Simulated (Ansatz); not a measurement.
Take LiCl in the rock salt structure (space group Fm-3m, No. 225; a = 5.1504 Å) as the base.

Method: PBE (Ansatz, a quantum-chemistry and plane-wave program), spin-orbit coupling left out.

Base values:

```
Property               Result
-------------  --------------
Electron mass  0.47 mₑ (at Γ)
Pressure             0.00 GPa
```

It is then changed as follows: an isotropic linear strain of +3.00 %, atoms relaxed at fixed cell.

Question: Estimate the effect on the electron mass.

Answer: The electron mass goes from 0.47 mₑ (at Γ) to 0.46 mₑ (at Γ).

Question: Estimate the effect on the pressure.

Answer: The pressure goes from zero to -2.33 GPa.

Question: What does the calculation give for the mean gap deformation potential ΔEg/Δln V after the change?

Answer: The mean gap deformation potential ΔEg/Δln V comes out as -5.3 eV.

Question: What happens to the energy relative to the base?

Answer: The energy rises by 12 meV/atom.

Masses are band curvatures over ±0.01 Å⁻¹ around the edge. No phonon test of stability was made.
